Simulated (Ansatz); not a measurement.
The reference is Ag in the fcc (Cu type) structure (space group Fm-3m, No. 225; relaxed with 0.1 eV smearing).

```xyz
1
Lattice="0.0000 2.0523 2.0523 2.0523 0.0000 2.0523 2.0523 2.0523 0.0000" Properties=species:S:1:pos:R:3 pbc="T T T"
Ag     0.0000     0.0000     0.0000
```

Cartesian axes are those of the cell as printed.

Method: r2SCAN/PAW in Ansatz (a program for electronic structure), no spin-orbit coupling, earlier PAW set.

Strains are applied to the cell and any free atomic positions relax; under biaxial strain the out-of-plane vector relaxes too.

One change was made to it. Results:

The energy grows by 26 meV/atom; the pressure (mean of the normal stresses, compression positive) goes from zero to 7.6 GPa.

Problem. Which change produced these results?
A) isotropic strain +0.23 %
B) biaxial strain −1.80 %, plane normal [001], relaxed out of plane
C) biaxial strain −3.62 %, plane normal [111], relaxed out of plane
D) uniaxial strain ε_zz = −5.89 %
E) biaxial strain −2.40 %, plane normal [001], relaxed out of plane

Solution. D, uniaxial strain ε_zz = −5.89 %. For comparison, the energy relative to the base in the other runs: biaxial strain −1.80 %, plane normal [001], relaxed out of plane gives +3.3 meV/atom; isotropic strain +0.23 % gives +0.3 meV/atom; biaxial strain −2.40 %, plane normal [001], relaxed out of plane gives +6.1 meV/atom; biaxial strain −3.62 %, plane normal [111], relaxed out of plane gives +30 meV/atom.

Whether these cells are dynamically stable was not tested.
